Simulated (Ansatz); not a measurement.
# BaCd2As2 (P-3m1, No. 164, 5 atoms in the cell; start mp-8281)

Level of theory: LDA in Ansatz (PAW).

Settings: plane-wave cutoff 520 eV, 12×12×6 k mesh (along the axes of the cell as run), Fermi–Dirac smearing 0.01 eV, scalar-relativistic PAW data made under PBE.

Cell (relaxed with PBEsol):

```
CELL_PARAMETERS angstrom
      4.49669     0.00000     0.00000
     -2.24835     3.89425     0.00000
      0.00000     0.00000     7.60142
ATOMIC_POSITIONS crystal
  Ba 0.00000 0.00000 0.00000
  Cd 0.66667 0.33333 0.37018
  Cd 0.33333 0.66667 0.62982
  As 0.66667 0.33333 0.73858
  As 0.33333 0.66667 0.26142
```

* **band gap**: 0.20 eV

Note: cell and atoms aren't relaxed at this level (largest force component 0.10 eV/Å, pressure -2.0 GPa).

Spin–orbit coupling is not included; it can close the smallest gap of 0.20 eV.

Computed values are for the static lattice.

It cost about 80 core-seconds (a rough figure) of CPU time.

A start named mp-… is a Materials Project structure, which need not be a measured phase.

Ansatz is an electronic-structure program.
